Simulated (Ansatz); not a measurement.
Worked example: relaxation of cell and atoms of AlFe3 (Fm-3m, 4 atoms in the cell) in Ansatz (a program for electronic structure).

Method of the run: PBEsol, default PAW files made with PBE (plane waves; Ansatz).

The change in words: atoms on their sites; relax: default → cell and atoms. Reference geometry:
```
AlFe3
1.0
    0.00000     2.87270     2.87270
    2.87270     0.00000     2.87270
    2.87270     2.87270     0.00000
Al Fe
1 3
Direct
  0.00870   0.00870   0.99130
  0.50000   0.50000   0.50000
  0.25000   0.25000   0.25000
  0.75000   0.75000   0.75000
```
Moments meant for the start (each program seeds them in its own way; μB, in the order of the atoms Al Fe Fe Fe): 0.0 4.0 4.0 4.0.

Reference input (self-consistent single point, DFT, PBEsol, plane waves, default PAW files made with PBE): basis.ecutwfc = 420 eV; kpoints.mp_grid.grid = 6 6 6; hamiltonian.xc = pbesol; hamiltonian.pseudopotentials = {kind: paw} (the program's default PAW files); magnetization.spin_polarized = true; scf.occupations.method = fermi_dirac; scf.occupations.width = 0.1 eV. This run's input differs from it in these lines:

```diff
@@ -6,3 +6,3 @@
   atoms:
-    - { symbol: Al, position_ang: [0.000000, 0.000000, 0.050002] }
+    - { symbol: Al, position_ang: [0.000000, 0.000000, 0.000000] }
     - { symbol: Fe, position_ang: [2.872704, 2.872704, 2.872704], spin: 4.0 }
@@ -25,2 +25,4 @@
     width: 0.1
+relax:
+  cell: {}
 output:
```

Log, with long lists cut:

```
   [... SCF lines of the steps left out ...]
relax step   1: F+E_penalty+E_count = -13871.86687917 eV  Δ(F+E_penalty+E_count) = +0.000e0 eV  max|allowed force component| = 1.388e-17 eV/Å  Δτ_max = 0.0000 Å  P = -7.235 GPa  Ω = 47.414 Å³  (14 SCF iters, dr2 threshold 1.00e-7 eV, accepted)
relax step   2: F+E_penalty+E_count = -13871.90741824 eV  Δ(F+E_penalty+E_count) = -4.054e-2 eV  max|allowed force component| = 7.691e-17 eV/Å  Δτ_max = 0.0000 Å  P = -3.111 GPa  Ω = 46.189 Å³  energy of the carried Pulay correction = +6.494e-4 eV  [...]
   [... lines left out ...]
relax step   4: F+E_penalty+E_count = -13871.91611432 eV  Δ(F+E_penalty+E_count) = +2.040e-6 eV  max|allowed force component| = 1.029e-16 eV/Å  Δτ_max = 0.0000 Å  P = -0.002 GPa  Ω = 45.349 Å³  energy of the carried Pulay correction = +1.104e-3 eV  [...]
relax step   5: F+E_penalty+E_count = -13871.91523027 eV  Δ(F+E_penalty+E_count) = +8.841e-4 eV  max|allowed force component| = 8.327e-17 eV/Å  Δτ_max = 0.0000 Å  P = -0.023 GPa  Ω = 45.349 Å³  stress off target by 2.29e-2 GPa  SCF on the basis [...]
basis re-selected at this cell: Δ(F+E_penalty+E_count) = +8.841e-4 eV, ΔP = -0.021 GPa vs the last step
the relaxation is at rest under the 48 symmetry operations that the run kept from its start: a minimum is not shown …
the relaxation's final electronic state is not compared with the one that a single-point calculation of its input finds at the relaxed geometry …
Magnetization: 5.6936 μB (28.3468 up, 22.6532 down)
   [... lines left out ...]
Absolute magnetization: 6.1868 μB (∫|ρ↑−ρ↓|, with the PAW one-centre terms)
Free energy (F): -13871.915230 eV
Fermi energy:    16.700359 eV
  cell:  # Å, volume = 45.3491 Å³
   [... lines left out ...]
    - [2.830389646698952, 4.84060343125081e-34, 2.830389646698952]
    - [2.830389646698952, 2.830389646698952, 6.83098313160065e-34]
  atoms:
    - { symbol: Al, position: [1.1883686974060188e-34, -9.938922453243543e-35, -2.81484818460465e-35] }
    - { symbol: Fe, position: [0.5, 0.5, 0.5] }
    - { symbol: Fe, position: [0.25, 0.25, 0.25] }
    - { symbol: Fe, position: [0.75, 0.75, 0.75] }
```

The run converged. 

Summary of the result:
| Quantity | Result |
|---|---|
| Free energy E − TS (on the zero of these files) | -13871.9152 eV |
| Fermi level (on the code's own zero) | 16.70 eV |
| Pressure | -0.02 GPa |
| Size of the cell's spin moment | 5.69 μB |
| Final cell | a = b = c = 4.0028 Å, α = β = γ = 60.00° |
| Final volume per atom | 11.34 Å³ |
| Relaxation steps | 5 |

The starting cell comes from a database of computed structures (which also holds hypothetical and non-ambient phases and stackings), without a prior relaxation at this level. Its lattice was rescaled by up to half a per cent. The magnetic order is the one reached from the typed start; others were not searched systematically. The relaxation keeps the symmetry of its start, so its end need not be a minimum. Ansatz's pressure includes its estimate of the finite-basis (Pulay) stress.

Keys are those of Ansatz 0.2.
